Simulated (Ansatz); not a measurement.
Base system: TiO₂ in the anatase structure (space group I4_1/amd, No. 141; a = 3.770 Å, c = 9.552 Å). Axes: x, y, z lie along a, b, c of the conventional cell.

All numbers come from Kohn–Sham DFT with the PBEsol functional, run in Ansatz (a program for electronic structure) with PAW and 420 eV plane waves, no spin-orbit coupling.

Base values:

```
Item                                   Result
-------------  ------------------------------
Gap character  indirect, Γ–X (87 % along) → Γ
```

The change: the cell is compressed by 2.40 % along z with no lateral relaxation, atoms relaxed at fixed cell.

What happens to the gap character and energy relative to the base?

The gap character remains indirect, Γ–X (87 % along) → Γ; the energy grows by 4.0 meV/atom.

The cells carry an imposed strain or load. Stability against distortions was not tested. The final runs are not spin-polarised.
